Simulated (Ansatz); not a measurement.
We consider C (R-3m, No. 166, 4 atoms in the cell; start mp-569304; another form than the element's usual one), described by HSE06 in Ansatz (plane waves, PAW).

The input as run:

Ansatz 0.2 input:
```yaml
crystal:
  lattice:
    - [1.2293179317, 0.7097470388, 11.1215488034]
    - [-1.2293179317, 0.7097470388, 11.1215488034]
    - [0.0, -1.4194940776, 11.1215488034]
  atoms:
    - { symbol: C, position: [0.9450409723, 0.9450409723, 0.9450409723] }
    - { symbol: C, position: [0.0549590277, 0.0549590277, 0.0549590277] }
    - { symbol: C, position: [0.2783714631, 0.2783714631, 0.2783714631] }
    - { symbol: C, position: [0.7216285369, 0.7216285369, 0.7216285369] }
basis:
  ecutwfc: 460
  ecutrho_ratio: 4
  xc_grid: 2
kpoints:
  mp_grid: { grid: [12, 12, 12] }
hamiltonian:
  xc: hse06
  dispersion: none
  pseudopotentials: { azcp: { folder: ./paw }, kind: paw }
scf:
  occupations: { method: fermi_dirac, width: 0.01 }
  convergence: { dr2_threshold: 0.0000000004 }
output:
  forces: true
  stress: true
  eigenvalues: true
```

The run printed, among other lines:

```
WARN output.stress: scf.exx.energy_threshold = 1e-6 eV is looser than the 4e-8 eV advised for a stress under a hybrid functional (1e-8 eV for each atom of the …
Crystal: 4 atoms, lattice volume = 58.222 Å³
Basis set: ecut = 460 eV, 1359 PW (Γ), FFT grids on a1−a3, a2−a3, a3, exchange–correlation on 36×36×160 points (8 copies of the dense FFT grid, shifted against one another)
Bands: 12, of which v1, the nominal top of the filled ones, is band 8 counted from 1 (7 counted from 0)
Symmetry: 12 space group operations
Space group: R-3m (ITA 166), of the structure as read, at distance tolerance 3.9e-5 Å
k-points: 189 of 1728
Initial density: superposition of atomic densities (chi_scale 0.1, normalization cell)
SCF iter   1: F=—  HF=-1006.075576 eV  |F-HF|=—  |Δ(HF+E_count)|=         —  Δρ=1.01e-1  dr2=5.34e0
SCF iter   2: F=—  HF=-1004.658820 eV  |F-HF|=—  |Δ(HF+E_count)|=    1.42e0  Δρ=5.69e-2  dr2=2.08e0
  ...
SCF 1 converged in 10 iterations: F = -1003.757003 eV  dr2 = 3.90e-10
Crystal: 4 atoms, lattice volume = 58.222 Å³
Initial density: handed on by an earlier stage of this run
Crystal: 4 atoms, lattice volume = 58.222 Å³
SCF iter   4: F=—  HF=-1003.775088 eV  |F-HF|=—  |Δ(HF+E_count)|=   1.06e-9  Δρ=1.09e-6  dr2=3.92e-10
SCF iter   5: F=-1003.775088 eV  HF=-1003.775088 eV  |F-HF|=2.14e-11  |Δ(HF+E_count)|=   1.34e-9  Δρ=5.76e-7  dr2=6.84e-11
SCF 3 converged in 5 iterations: F = -1003.775088 eV  dr2 = 6.84e-11
Free energy (F): -1003.775088 eV
Internal energy: -1003.774703 eV  (E = F + TS)
E sigma→0 (E₀):  -1003.774896 eV
Fermi energy:    2.545713 eV
--- Forces (eV/Å), atoms counted from 1 ---
  atom   1  C      0.00000000    -0.00000000    -0.00443853
  atom   2  C      0.00000000     0.00000000     0.00443853
  atom   3  C     -0.00000000     0.00000000    -0.01510298
  atom   4  C      0.00000000    -0.00000000     0.01510298
--- Stress (GPa, compression-positive) ---
       -2.891409       0.000000      -0.000000
        0.000000      -2.891409       0.000000
       -0.000000       0.000000       0.195953
  P = ⅓ Tr σ = -1.8623 GPa (-18.623 kbar)
```

The PAW data were made under PBE.

Note: cell and atoms aren't relaxed at this level (pressure -1.9 GPa).

The result took about 7 core-minutes (a rough figure).

A start named mp-… is a Materials Project structure, which need not be a measured phase.

Ansatz is a program for electronic structure.
